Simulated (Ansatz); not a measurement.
System: Sr₂P₇Br (P2₁3, No. 198; cell taken from a computed entry). Method: PBEsol (plane waves, PAW; Ansatz, a quantum-chemistry and plane-wave program).

Settings: plane-wave cutoff 520 eV, 4×4×4 k mesh, Fermi–Dirac smearing 0.01 eV, scalar-relativistic PAW data made under PBE.

Cell (relaxed with PBEsol):

```
CELL_PARAMETERS angstrom
      9.70404     0.00000     0.00000
      0.00000     9.70404     0.00000
      0.00000     0.00000     9.70404
ATOMIC_POSITIONS crystal
  Sr 0.64713 0.14713 0.35287
  Sr 0.85287 0.85287 0.85287
  Sr 0.14713 0.35287 0.64713
  Sr 0.35287 0.64713 0.14713
  Sr 0.91364 0.41364 0.08636
  Sr 0.58636 0.58636 0.58636
  Sr 0.41364 0.08636 0.91364
  Sr 0.08636 0.91364 0.41364
  P  0.46437 0.96437 0.53563
  P  0.03563 0.03563 0.03563
  P  0.96437 0.53563 0.46437
  P  0.53563 0.46437 0.96437
  P  0.22011 0.94053 0.12027
  P  0.27989 0.05947 0.62027
  P  0.72011 0.55947 0.87973
  P  0.77989 0.44053 0.37973
  P  0.12027 0.22011 0.94053
  P  0.62027 0.27989 0.05947
  P  0.87973 0.72011 0.55947
  P  0.37973 0.77989 0.44053
  P  0.94053 0.12027 0.22011
  P  0.05947 0.62027 0.27989
  P  0.55947 0.87973 0.72011
  P  0.44053 0.37973 0.77989
  P  0.19694 0.88708 0.73447
  P  0.30306 0.11292 0.23447
  P  0.69694 0.61292 0.26553
  P  0.80306 0.38708 0.76553
  P  0.73447 0.19694 0.88708
  P  0.23447 0.30306 0.11292
  P  0.26553 0.69694 0.61292
  P  0.76553 0.80306 0.38708
  P  0.88708 0.73447 0.19694
  P  0.11292 0.23447 0.30306
  P  0.61292 0.26553 0.69694
  P  0.38708 0.76553 0.80306
  Br 0.09751 0.59751 0.90249
  Br 0.40249 0.40249 0.40249
  Br 0.59751 0.90249 0.09751
  Br 0.90249 0.09751 0.59751
```

Problem. Predict the band gap, smallest direct gap on the k points sampled and direct gap at Γ.

Solution. 
band gap: 1.96 eV
smallest direct gap on the k points sampled: 1.99 eV
direct gap at Γ: 2.06 eV

Spin–orbit coupling is not included.

The computed numbers hold no vibrational or temperature effects.

Cost on a shared machine: around 14 core-minutes (rough).
